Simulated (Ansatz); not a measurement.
Reference: GaN (P6_3mc), r2SCAN with spin-orbit coupling, rigid bands (plane waves, PAW; Ansatz, a program for electronic structure); axes and stresses refer to this cell.

```
CELL_PARAMETERS angstrom
      3.18259     0.00000     0.00000
     -1.59130     2.75620     0.00000
      0.00000     0.00000     5.18543
ATOMIC_POSITIONS crystal
  Ga 0.33333 0.66667 0.99919
  Ga 0.66667 0.33333 0.49919
  N  0.33333 0.66667 0.37581
  N  0.66667 0.33333 0.87581
```

- Seebeck coefficient, p-type 1e19 cm⁻³: 420 μV/K
- hole mass along z: 1.74 mₑ
- hole conductivity mass: 1.52 mₑ

### Question
Change: uniaxial stress along c of -8 GPa (compression positive). What happens to Seebeck coefficient, p-type 1e19 cm⁻³, hole mass along z, hole conductivity mass?

### Answer
Seebeck coefficient, p-type 1e19 cm⁻³ shrinks to 397 μV/K; hole mass along z goes up to 2.1 mₑ; hole conductivity mass falls to 1.34 mₑ.

Masses are for dilute carriers at 300 K, harmonic means over directions unless an axis is named. Seebeck coefficients are for the stated density at 300 K, with one relaxation time for all states and whether or not that doping can be reached. Stresses and pressures are the targets of the relaxation.  The structure type is held under load, also where the real crystal would transform.
